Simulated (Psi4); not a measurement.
Psi4 1.11, BP86/def2-svp: Si(Me)2(OMe)(SiH3) (CO[Si](C)(C)[SiH3]), 18 atoms. The geometry is a generated start, not checked to be a minimum at this level.

```
Quantity                                            Result
--------------------------  ------------------------------
task                                                energy
method                                                bp86
basis                                             def2-svp
memory                                                3 GB
maxiter                                                100
keys of the molecule block                     symmetry c1
scf_type                                      df (default)
guess                       auto, which took SAD (default)
scf_initial_accelerator                    adiis (default)
e_convergence                              1e-06 (default)
d_convergence                              1e-06 (default)
dft_radial_points                             75 (default)
dft_spherical_points                         302 (default)
basis functions                                        152
grid points                                         382807
```

```xyz
18

C     -2.2986     0.1453    -0.7910
O     -0.9961    -0.2722    -1.0501
Si     0.3177    -0.1817    -0.0718
C      0.0165    -1.1779     1.5393
C      1.6078    -1.0729    -1.1467
Si     0.8567     2.0155     0.4414
H     -2.7753    -0.5076    -0.0498
H     -2.3189     1.1725    -0.4124
H     -2.8655     0.0956    -1.7223
H      0.9137    -1.2309     2.1491
H     -0.7596    -0.7184     2.1480
H     -0.2969    -2.1984     1.3276
H      1.3032    -2.0865    -1.3882
H      2.5597    -1.1265    -0.6274
H      1.7720    -0.5476    -2.0822
H     -0.2317     2.7394     1.1191
H      1.1861     2.8410    -0.7273
H      2.0093     2.1114     1.3446
```

One run each on 2 threads. Values of diis_max_vecs tried: 3, 6, 10 (default), 20.

Question: Predict the course of the SCF iterations along this series.

Answer: Fewest SCF iterations, within one of each other: 6 with 10, 10 (default) with 9, 20 with 9. The count rises to 16 at 3. All converge to one solution.

```tsv
diis_max_vecs	SCF iterations	end
3	16	same solution
6	10	same solution
10 (default)	9	same solution
20	9	same solution
```
